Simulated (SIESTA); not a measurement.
Band structure of Ni3Sn4 (C2/m, 7 atoms in the cell).

```xyz
7
Lattice="6.1070 -2.0300 0.0000 6.1070 2.0300 0.0000 -1.3508 0.0000 5.0412" Properties=species:S:1:pos:R:3 pbc="T T T"
Sn     1.0011     0.0000     4.0949
Sn     9.8621     0.0000     0.9462
Ni     0.0000     0.0000     0.0000
Sn     4.3077     0.0000     3.4603
Sn     6.5555     0.0000     1.5809
Ni     2.1673     0.0000     1.6984
Ni     8.6960     0.0000     3.3428
```
Moments meant for the start (each program seeds them in its own way; μB, in the order of the atoms Sn Sn Ni Sn Sn Ni Ni): 0.0 0.0 2.0 0.0 0.0 2.0 2.0.

Method of the run: SIESTA with LDA PW92, numerical atomic orbitals DZP, PseudoDojo LDA standard norm-conserving potentials (rewritten from UPF to PSML).

Settings: XC.functional = LDA; XC.authors = PW92; potentials = PseudoDojo LDA standard; PAO.BasisSize = DZP; PAO.EnergyShift = 0.005 Ry; MeshCutoff = 300 Ry; kgrid.MonkhorstPack = 7 7 5; OccupationFunction = MP; OccupationMPOrder = 1; ElectronicTemperature = 1578.21 K; Spin = polarized; DM.InitSpin = [1 +0.00, 2 +0.00, 3 +2.00, 4 +0.00, 5 +0.00, 6 +2.00, 7 +2.00]; MaxSCFIterations = 150; SCF.Mixer.Method = Pulay.

The starting cell comes from a database of published, mostly measured structures (it also holds non-ambient and calculated ones), without a prior relaxation at this level. The starting moments vanished: the run ended non-magnetic, which need not be the lowest state. Values carry the incompleteness of an atom-centred basis.

Levels in eV from the Fermi level, bands 52 to 57 of the first spin channel:
```csv
point,52,53,54,55,56,57
X,-1.00,-0.11,0.25,1.04,1.68,2.44
Γ,-1.19,-0.73,-0.28,-0.17,0.58,0.75
Y,-1.32,-1.21,-1.02,-0.87,-0.46,0.22
L,-1.24,-1.13,-1.05,-0.41,-0.17,0.38
Z,-1.32,-1.21,-1.02,-0.87,-0.46,0.22
N,-1.24,-1.13,-1.05,-0.41,-0.17,0.38
M,-1.03,-0.95,-0.75,0.25,0.93,1.81
R,-0.87,0.61,0.78,0.81,0.82,1.25
```

Bands cross the Fermi level along this path, so the cell is metallic at this level.

Higher empty bands are left out: an atom-centred basis made for the valence describes them poorly.

The net moment of the cell came out as 0.00 μB.
